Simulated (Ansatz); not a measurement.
The parent structure is BeS in the zinc blende structure (space group F-43m, No. 216; a = 4.8686 Å). Axes: x, y, z lie along the cube axes.

Method: r2SCAN (Ansatz, a quantum-chemistry and plane-wave program), without spin-orbit coupling.

For the base:

| Property | Result |
|---|---|
| Pressure | 0.00 GPa |

Modification: biaxial strain +2.00 %, plane normal [001], relaxed out of plane (Cartesian); in-plane vectors clamped, the third vector and the atoms free.

**Question.** How does this affect the energy relative to the base?

**Answer.** The energy grows by 6.2 meV/atom.

**Question.** What happens to the pressure?

**Answer.** The pressure (mean of the normal stresses, compression positive) goes from zero to -2.22 GPa.

**Question.** Estimate the effect on the out-of-plane strain.

**Answer.** The out-of-plane strain amounts to -1.58 %.

Whether these cells are dynamically stable was not tested.
